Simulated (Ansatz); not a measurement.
Start from KI in the rock salt structure (space group Fm-3m, No. 225; a = 7.007 Å). Axes: x, y, z lie along the cube axes.

Level of theory: PBEsol in Ansatz (plane waves to 420 eV, PAW, no spin-orbit coupling).

Before the change:

Gap character: direct at Γ
Band gap: 3.87 eV
Volume per atom: 43.00 Å³

Now apply this change: uniaxial stress, 1 GPa compression along z, with the cell and atoms free to relax against it.

**Question.** How does this affect the gap character, band gap and volume per atom?

**Answer.** The gap character is still direct at Γ; the band gap goes up by 0.04 eV (3.87 eV → 3.91 eV); the volume per atom falls by 0.96 Å³ to 42.04 Å³.

With I present, leaving out spin-orbit coupling can change the band edges. Load acts through the strain it causes; cell and atoms are relaxed under it. Stability under load was not tested beyond the relaxation. Labels are those of the standard path for the cell's own space group.

Ansatz is a program for electronic structure.
